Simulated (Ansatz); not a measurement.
The reference is La2O3 (space group P-3m1, No. 164; a = 3.906 Å, c = 6.040 Å). Axes: x lies along a and z along c of the hexagonal cell.

Level of theory: PBEsol/PAW in Ansatz (a program for electronic structure), scalar-relativistic without spin-orbit coupling.

Modification: uniaxial strain ε_yy = +1.61 %, all other strain components held at zero; the atoms relax in the strained cell.

### Question
Predict the stress tensor and what it implies for the stiffness.

### Answer
Stress of the strained cell less that of the base (GPa, compression positive):
```
  -2.00    0.00    0.00
   0.00   -3.32    0.53
   0.00    0.53   -1.32
```

Then −Δσ_ii/ε with ε = 0.0161 gives secant stiffness values (nonlinear terms included at this strain): C22 ≈ 206 GPa, C12 ≈ 124 GPa and C23 ≈ 82 GPa.

Whether these cells are dynamically stable was not tested.
